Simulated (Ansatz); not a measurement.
Seebeck coefficient (μV/K, mean over directions) of n-type GaN (P6_3mc) against carrier density, r2SCAN with spin-orbit coupling, rigid bands in Ansatz (a first-principles code). Computed gap 2.35 eV; densities at which minority carriers matter at this gap, or further valleys turn the trend, are left out. Conductivity mass 0.193 mₑ (harmonic mean over directions), N_c = 2.1e18 cm⁻³ at 300 K.

| electron density | 300 K | 500 K |
|---|---|---|
| 1e16 cm⁻³ | -672 | -741 |
| 1e17 cm⁻³ | -474 | ? |
| 1e18 cm⁻³ | -280 | -346 |
| 3e18 cm⁻³ | -192 | -255 |
| 1e19 cm⁻³ | -111 | -163 |
| 3e19 cm⁻³ | -59 | -95 |
| 1e20 cm⁻³ | -29 | -48 |
| 3e20 cm⁻³ | ? | -26 |
| 1e21 cm⁻³ | ? | -15 |

### Question
Complete the blanks.

### Answer

- 1e17 cm⁻³, 500 K: -542
- 3e20 cm⁻³, 300 K: -16
- 1e21 cm⁻³, 300 K: -9

Rigid bands with a gap fixed in temperature, one relaxation time for all states, no polarons or phonon drag, and whether or not such doping can be reached.
